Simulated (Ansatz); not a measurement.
Consider BeS in the wurtzite structure (space group P6_3mc, No. 186; a = 3.439 Å, c = 5.667 Å; a hypothetical phase, not in the database extracts checked).

(Cell as relaxed with PBE.)

Levels (all Ansatz, a first-principles code, PAW): PBE (420 eV, no spin-orbit coupling); PBEsol (420 eV, without spin-orbit coupling).

Each level relaxes its own structure.

| base | PBE | PBEsol |
|---|---|---|
| volume per atom | 14.51 Å³ | 14.18 Å³ |
| lattice parameter a | 3.439 Å | 3.412 Å |
| band gap | 3.71 eV | 3.44 eV |

It is then changed as follows: a hydrostatic pressure of 7.5 GPa.

| quantity | PBE | PBEsol |
|---|---|---|
| lattice parameter a | 3.357 Å | 3.333 Å |
| band gap | 3.43 eV | 3.16 eV |
| valence-band top at Γ (three highest levels, from the VBM) | 0.00, 0.00, -0.19 eV | 0.00, 0.00, -0.21 eV |
| electron mass | 0.30 mₑ along c, 0.51 mₑ across (at K) | 0.29 mₑ along c, 0.49 mₑ across (at K) |

PBE's lattice parameter a lies 0.024 Å above PBEsol's (0.7 %); PBE's band gap lies 0.275 eV above PBEsol's. Neither level is exact; PBEsol is the comparison here, not a measurement.

Load acts through the strain it causes; cell and atoms are relaxed under it. Masses are band curvatures over ±0.01 Å⁻¹ around the edge. Stability against distortions was not tested. No other phases were tried under pressure.
